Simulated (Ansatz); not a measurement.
Take PbS in the rock salt structure (space group Fm-3m, No. 225) as the base.

```yaml
crystal:
  lattice:
    - [0.00000, 2.92251, 2.92251]
    - [2.92251, 0.00000, 2.92251]
    - [2.92251, 2.92251, 0.00000]
  atoms:
    - { symbol: Pb, position: [0.00000, 0.00000, 0.00000] }
    - { symbol: S, position: [0.50000, 0.50000, 0.50000] }
```

Cartesian axes are those of the cell as printed.

The values are results of Kohn–Sham DFT with the LDA functional, run in Ansatz (a program for electronic structure) with PAW and 420 eV plane waves, no SOC, not measurements.

Base values:

| Property | Result |
|---|---|
| Band gap | 0.06 eV |
| Pressure | 0.00 GPa |

Now apply this change: the cell is stretched by 1.50 % along z with no lateral relaxation, atoms relaxed at fixed cell.

Problem. How does this affect the band gap?

Solution. The band gap increases by 0.052 eV (0.06 eV → 0.12 eV).

Problem. Estimate the effect on the pressure.

Solution. The pressure (mean of the normal stresses, compression positive) goes from zero to -0.89 GPa.

Spin-orbit coupling, missing from the scalar runs, can matter with Pb. The cells carry an imposed strain or load. Stability against distortions was not tested. A zero or small gap of PbS can be the functional's error rather than a property of the material.
